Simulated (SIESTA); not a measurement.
# Input and output of a self-consistent single point for K2NaYF6 (Fm-3m, 10 atoms in the cell) (SIESTA)

Computed with SIESTA with GGA PBEsol, numerical atomic orbitals TZP, PseudoDojo PBEsol standard norm-conserving potentials (rewritten from UPF to PSML).

Input as run:

```
# files in the folder: K.psml Na.psml Y.psml F.psml (PseudoDojo PBEsol standard)
SystemName  K2NaYF6
SystemLabel k2nayf6

NumberOfAtoms                10
NumberOfSpecies              4
%block ChemicalSpeciesLabel
  1 19 K
  2 11 Na
  3 39 Y
  4 9 F
%endblock ChemicalSpeciesLabel
LatticeConstant              1.0 Bohr
%block LatticeVectors
     0.000000000    8.531933929    8.531933929
     8.531933929    0.000000000    8.531933929
     8.531933929    8.531933929    0.000000000
%endblock LatticeVectors
AtomicCoordinatesFormat      Fractional
%block AtomicCoordinatesAndAtomicSpecies
     0.750000000    0.750000000    0.750000000  1
     0.250000000    0.250000000    0.250000000  1
     0.500000000    0.500000000    0.500000000  2
     0.000000000    0.000000000    0.000000000  3
     0.755600000    0.244400000    0.244400000  4
     0.244400000    0.755600000    0.755600000  4
     0.244400000    0.755600000    0.244400000  4
     0.755600000    0.244400000    0.755600000  4
     0.244400000    0.244400000    0.755600000  4
     0.755600000    0.755600000    0.244400000  4
%endblock AtomicCoordinatesAndAtomicSpecies

XC.functional                GGA
XC.authors                   PBEsol
PAO.BasisSize                TZP
PAO.EnergyShift              0.01 Ry
MeshCutoff                   350 Ry
%block kgrid.MonkhorstPack
    5   0   0  0.0
    0   5   0  0.0
    0   0   5  0.0
%endblock kgrid.MonkhorstPack
OccupationFunction           MP
OccupationMPOrder            0
ElectronicTemperature        0.02 eV

MaxSCFIterations             150
SCF.Mixer.Method             Pulay
SCF.Mixer.Weight             0.1
SCF.Mixer.History            6
SCF.DM.Tolerance             1.0E-05
Diag.ParallelOverK           true
WriteForces                  true
Charge.Mulliken              end
```

Output, abridged:

```
reinit: Reading from file input.fdf

reinit: System Name: K2NaYF6
reinit: System Label: k2nayf6

coor:   Atomic-coordinates input format  =     Fractional

siesta: Atomic coordinates (Bohr) and species
siesta:     12.79790  12.79790  12.79790  1        1
siesta:      4.26597   4.26597   4.26597  1        2
siesta:      8.53193   8.53193   8.53193  2        3
siesta:      0.00000   0.00000   0.00000  3        4
siesta:      4.17041   8.53193   8.53193  4        5
siesta:     12.89346   8.53193   8.53193  4        6
siesta:      8.53193   4.17041   8.53193  4        7
siesta:      8.53193  12.89346   8.53193  4        8
siesta:      8.53193   8.53193   4.17041  4        9
siesta:      8.53193   8.53193  12.89346  4       10

siesta: System type = bulk

initatomlists: Number of atoms, orbitals, and projectors:     10   157   140

siesta: ******************** Simulation parameters ****************************
redata: Spin configuration                          = none
redata: Time-Reversal Symmetry                      = T
redata: Number of Atomic Species                    =        4
redata: Mesh Cutoff                                 =   350.0000 Ry
redata: Net charge of the system                    =     0.0000 |e|
redata: Min. number of SCF Iter                     =        0
redata: Max. number of SCF Iter                     =      150
redata: SCF convergence failure will abort job
redata: SCF mix quantity                            = Hamiltonian
redata: Mix DM or H after convergence               =   F
redata: Recompute H after scf cycle                 =   F
redata: Mix DM in first SCF step                    =   T
redata: No kicks to SCF
redata: DM Mixing Weight for Kicks                  =     0.5000
redata: Require Harris convergence for SCF          =   F
redata: Harris energy tolerance for SCF             =     0.000100 eV
redata: Require DM convergence for SCF              =   T
   [... lines left out ...]
diag: Used triangular part                          = Lower
diag: Absolute tolerance                            =  0.100E-15
diag: Orthogonalization factor                      =  0.100E-05
diag: Memory factor                                 =  1.0000

superc: Internal auxiliary supercell:     5 x     5 x     5  =     125
superc: Number of atoms, orbitals, and projectors:   1250  19625  17500

                        Single-point calculation

superc: Internal auxiliary supercell:     5 x     5 x     5  =     125
superc: Number of atoms, orbitals, and projectors:   1250  19625  17500

outcell: Unit cell vectors (Ang):
        0.000000    4.514905    4.514905
        4.514905    0.000000    4.514905
        4.514905    4.514905    0.000000

outcell: Cell vector modules (Ang)   :    6.385040    6.385040    6.385040
outcell: Cell angles (23,13,12) (deg):     60.0000     60.0000     60.0000
outcell: Cell volume (Ang**3)        :    184.0670
new_DM -- step:     1
Initializing Density Matrix...

Attempting to read DM from file... Failed...
DM filled with atomic data:

InitMesh: MESH = 60 x 60 x 60 = 216000
InitMesh: Mesh cutoff (required, used) =   350.000   366.074 Ry

stepf: Methfessel-Paxton step function
       Using Hermite-Gauss polynomials of order  0
        iscf     Eharris(eV)        E_KS(eV)     FreeEng(eV)     dDmax    Ef(eV) dHmax(eV)
   scf:    1    -8018.729181    -8004.150382    -8004.150382  1.616383 -7.482803  4.750913
   scf:    2    -8006.539915    -8005.402319    -8005.402319  0.056381 -7.681577  3.498080
   scf:    3    -8007.373385    -8006.965248    -8006.965248  0.202742 -4.146699  1.181775
   scf:    4    -8007.035143    -8007.007667    -8007.007667  0.026916 -4.300252  1.012992
   scf:    5    -8007.058775    -8007.041117    -8007.041117  0.063847 -4.972815  0.304884
   scf:    6    -8007.053071    -8007.048051    -8007.048051  0.011250 -5.036051  0.106244
   scf:    7    -8007.036942    -8007.045754    -8007.045754  0.017993 -4.998327  0.188818
   scf:    8    -8007.051010    -8007.049599    -8007.049599  0.010274 -4.993077  0.008636
   scf:    9    -8007.049583    -8007.049595    -8007.049595  0.000604 -4.988110  0.009359
   scf:   10    -8007.049602    -8007.049600    -8007.049600  0.000381 -4.987966  0.000155
   scf:   11    -8007.049600    -8007.049600    -8007.049600  0.000005 -4.987937  0.000148
SCF Convergence by DM+H criterion
max |DM_out - DM_in|         :     0.0000047989
max |H_out - H_in|      (eV) :     0.0001480554
SCF cycle converged after 11 iterations

Using DM_out to compute the final energy and forces

siesta: E_KS(eV) =            -8007.0496

siesta: E_KS - E_eggbox =     -8007.0496

siesta: Atomic forces (eV/Ang):
     1   -0.000003   -0.000003   -0.000003
     2    0.000003    0.000003    0.000003
     3   -0.000000   -0.000000    0.000000
     4    0.000000   -0.000000   -0.000000
     5   -0.617520    0.000022    0.000022
     6    0.617520   -0.000022   -0.000022
     7    0.000022   -0.617520    0.000022
     8   -0.000022    0.617520   -0.000022
     9    0.000022    0.000022   -0.617520
    10   -0.000022   -0.000022    0.617520
   Tot   -0.000000   -0.000000    0.000000
   Max    0.617520
   Res    0.276163    sqrt( Sum f_i^2 / 3N )
   Max    0.617520    constrained

Stress tensor Voigt[x,y,z,yz,xz,xy] (kbar):       53.52       53.52       53.52       -0.10       -0.10       -0.10
(Free)E + p*V (eV/cell)    -8013.1986
Target enthalpy (eV/cell)    -8007.0496

siesta: Program's energy decomposition (eV):
siesta: Ebs     =     -1592.675795
siesta: Eions   =     12881.026414
siesta: Ena     =      2673.392086
siesta: Ekin    =      4271.591495
siesta: Enl     =      -491.465057
siesta: Eso     =         0.000000
siesta: Edftu   =         0.000000
siesta: DEna    =        51.499013
siesta: DUscf   =         2.436047
siesta: DUext   =         0.000000
siesta: Ex      =     -1521.567317
siesta: Ec      =      -111.909452
siesta: Exc     =     -1633.476770
siesta: Eharris =     -8007.049600
siesta: Etot    =     -8007.049600
siesta: FreeEng =     -8007.049600

siesta: Atomic forces (eV/Ang):
siesta:      1   -0.000003   -0.000003   -0.000003
siesta:      2    0.000003    0.000003    0.000003
siesta:      3   -0.000000   -0.000000    0.000000
siesta:      4    0.000000   -0.000000   -0.000000
siesta:      5   -0.617520    0.000022    0.000022
siesta:      6    0.617520   -0.000022   -0.000022
siesta:      7    0.000022   -0.617520    0.000022
siesta:      8   -0.000022    0.617520   -0.000022
   [... lines left out ...]
siesta: Cell volume =        184.066962 Ang**3
siesta:         -53.52270087        -78.33420633  kBar
   [... lines left out ...]
             -0.267   0.180   0.180   0.276   0.001   0.000   0.001   0.001

              0.002
   6  7.304   1.670  -0.137   0.316   1.865   1.865   1.792  -0.221  -0.221
             -0.267   0.180   0.180   0.276   0.001   0.000   0.001   0.001

              0.002
   7  7.304   1.670  -0.137   0.316   1.792   1.865   1.865  -0.267  -0.221
             -0.221   0.276   0.180   0.180   0.001   0.001   0.001   0.000

              0.002
   8  7.304   1.670  -0.137   0.316   1.792   1.865   1.865  -0.267  -0.221
             -0.221   0.276   0.180   0.180   0.001   0.001   0.001   0.000

              0.002
   9  7.304   1.670  -0.137   0.316   1.865   1.792   1.865  -0.221  -0.267
             -0.221   0.180   0.276   0.180   0.000   0.001   0.002   0.001

              0.000
  10  7.304   1.670  -0.137   0.316   1.865   1.792   1.865  -0.221  -0.267
             -0.221   0.180   0.276   0.180   0.000   0.001   0.002   0.001

              0.000

mulliken: Qtot =       80.000

Mulliken Atomic Populations:
Atom #   charge [q] valence [e]  Species
     1     0.544097    8.455903  K
     2     0.544097    8.455903  K
     3     0.131216    8.868784  Na
     4     0.605735   10.394265  Y
     5    -0.304191    7.304191  F
     6    -0.304191    7.304191  F
     7    -0.304191    7.304191  F
     8    -0.304191    7.304191  F
     9    -0.304191    7.304191  F
    10    -0.304191    7.304191  F
 Total    -0.000000
```

The run converged in 11 iterations.

The starting cell comes from a database of computed structures (which also holds hypothetical and non-ambient phases and stackings), without a prior relaxation at this level. Its lattice was rescaled by a random factor within 2.5 % of one. Values carry the incompleteness of an atom-centred basis. With a pressure of about -5 GPa the cell is away from its equilibrium volume at this level.

Cost on one core of a shared machine: roughly 50 s.
